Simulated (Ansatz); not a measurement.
Take Mg2Sn (space group Fm-3m, No. 225; a = 6.664 Å; relaxed with 0.1 eV smearing) as the base. Axes: x, y, z lie along the cube axes.

The values are results of plane-wave PAW DFT at the LDA level (Ansatz, a first-principles code, 420 eV), spin-orbit coupling left out, not measurements.

Before the change:

* **Pressure**: 0.0 GPa
* **Shortest interatomic distance**: 288.6 pm

Modification: uniaxial strain ε_zz = −3.00 %, all other strain components held at zero, atoms relaxed at fixed cell.

Problem. Predict the new energy relative to the base, pressure and shortest interatomic distance.

Solution. The energy goes up by 5.8 meV/atom; the pressure (mean of the normal stresses, compression positive) goes from zero to 1.5 GPa; the shortest interatomic distance decreases by 2.9 pm, from 288.6 pm to 285.7 pm.

No phonon test of stability was made.
